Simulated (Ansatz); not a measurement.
# How far to go with shifted k-point meshes: CaPd (P4mm, 2 atoms in the cell)

```yaml
crystal:
  lattice:
    - [3.51621, 0.00000, 0.00000]
    - [0.00000, 3.51621, 0.00000]
    - [0.00000, 0.00000, 3.51621]
  atoms:
    - { symbol: Ca, position: [0.00000, 0.00000, 0.01422] }
    - { symbol: Pd, position: [0.50000, 0.50000, 0.50000] }
```

Method: LDA (PW92), default PAW files made with PBE (plane waves; Ansatz, a quantum-chemistry and plane-wave program).

Base settings: basis.ecutwfc = 30.9 Ry; kpoints.mp_grid.grid = 9 9 9; hamiltonian.xc = lda; hamiltonian.pseudopotentials = {kind: paw} (the program's default PAW files); scf.occupations.method = fermi_dirac; scf.occupations.width = 0.0073 Ry.

In this ladder: kpoints.mp_grid.shift = 0.5 0.5 0.5.

Only quantities that move along the ladder and can be compared are tabulated.

The count of work is k-points × plane waves × bands × iterations; it is no time. Core times come from one kind of shared machine, to one figure; runs under 30 s give none.

The starting cell comes from a database of computed structures (which also holds hypothetical and non-ambient phases and stackings), without a prior relaxation at this level. Its lattice was rescaled by up to half a per cent. One atom was moved a little off its site on purpose. Spin polarisation is off. In the base run, with a pressure of about -5 GPa the cell is away from its equilibrium volume at this level. Ansatz's pressure includes its estimate of the finite-basis (Pulay) stress.

```tsv
kpoints.mp_grid.grid	free energy less the last step's (meV/atom)	pressure (GPa)	largest difference of a force vector from the last step's (eV/Å)	count of work / last	core time / last (rough)
2 2 2	-657.95	-10.15	0.040	0.00054	–
3 3 3	223.76	-2.75	0.000	0.0032	–
4 4 4	-90.64	-6.48	0.006	0.0032	–
5 5 5	34.48	-4.55	0.005	0.0097	–
6 6 6	-15.53	-5.89	0.003	0.0097	–
7 7 7	6.04	-5.01	0.002	0.021	–
8 8 8	0.37	-5.52	0.001	0.021	–
9 9 9	-0.10	-5.22	0.001	0.040	–
10 10 10	1.87	-5.34	0.000	0.040	–
11 11 11	-1.40	-5.30	0.000	0.058	–
12 12 12	1.04	-5.30	0.000	0.058	–
13 13 13	-0.63	-5.34	0.000	0.090	–
15 15 15	-0.25	-5.35	0.000	0.13	–
17 17 17	0.09	-5.33	0.000	0.19	–
18 18 18	-0.07	-5.31	0.000	0.19	–
20 20 20	-0.09	-5.32	0.000	0.25	0.3
22 22 22	-0.04	-5.32	0.000	0.33	0.5
25 25 25	0.01	-5.32	0.000	0.54	0.7
28 28 28	0.01	-5.32	0.000	0.68	0.7
31 31 31	0.00	-5.32	0.000	1.0	1
```

Coarsest kpoints.mp_grid.grid that holds the free energy within 5 meV/atom of the last step, with all finer ones: 8 8 8, at 0.021 of the last step's count of work; the step before is off by 6.0 meV/atom.

Coarsest kpoints.mp_grid.grid that holds the forces within 0.02 eV/Å of the last step, with all finer ones: 3 3 3, at 0.0032 of the last step's count of work; the step before is off by 0.040 eV/Å.

Coarsest kpoints.mp_grid.grid that holds the pressure within 0.05 GPa of the last step, with all finer ones: 10 10 10, at 0.040 of the last step's count of work; the step before is off by 0.10 GPa.

Keys are those of Ansatz 0.2.
